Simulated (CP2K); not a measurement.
Band structure of the (001) slab of Ba (cut from a parent of space group no. 229; 4 atoms in the cell).

```
CELL_PARAMETERS angstrom
      5.12241     0.00000     0.00000
      0.00000     5.12241     0.00000
      0.00000     0.00000    17.53000
ATOMIC_POSITIONS crystal
  Ba 0.00000 0.00000 0.42841
  Ba 0.50000 0.50000 0.28523
  Ba 0.00000 0.00000 0.71478
  Ba 0.50000 0.50000 0.57159
```

Level of theory: PBEsol, GPW, DZVP-MOLOPT-SR-GTH basis, GTH-PBE potentials (GTH_POTENTIALS) (CP2K 2026.2).

Settings: CUTOFF = 500 Ry; REL_CUTOFF = 50 Ry; SMEAR/METHOD = METHFESSEL_PAXTON; SIGMA = 0.272 eV; KPOINTS/SCHEME = MONKHORST-PACK 9 9 1; XC_FUNCTIONAL = PBE:PBESOL; Ba/BASIS_SET = DZVP-MOLOPT-SR-GTH; Ba/POTENTIAL = GTH-PBE-q10; METHOD = GPW; EPS_DEFAULT = 1e-10; EXTRAPOLATION = USE_GUESS; NGRIDS = 5; SCF_GUESS = ATOMIC; EPS_SCF = 1e-07.

The starting cell has typed, rounded lattice constants, without a prior relaxation at this level. The slab is cut from that crystal, and its faces are unrelaxed. Its lattice was rescaled in the plane by a random factor within 2.5 % of one. Values carry the incompleteness of an atom-centred basis. The potentials were made for another functional than the one used.

Levels in eV from the Fermi level, bands 17 to 22:
| point | 17 | 18 | 19 | 20 | 21 | 22 |
|---|---|---|---|---|---|---|
| M | -0.75 | -0.75 | -0.06 | -0.06 | 0.21 | 0.21 |
| Γ | -2.78 | -2.04 | -1.00 | -0.26 | 0.17 | 0.78 |
| X | -1.11 | -1.11 | -0.94 | -0.94 | 0.30 | 0.30 |

Bands cross the Fermi level along this path, so the cell is metallic at this level.

Higher empty bands are left out: an atom-centred basis made for the valence describes them poorly.
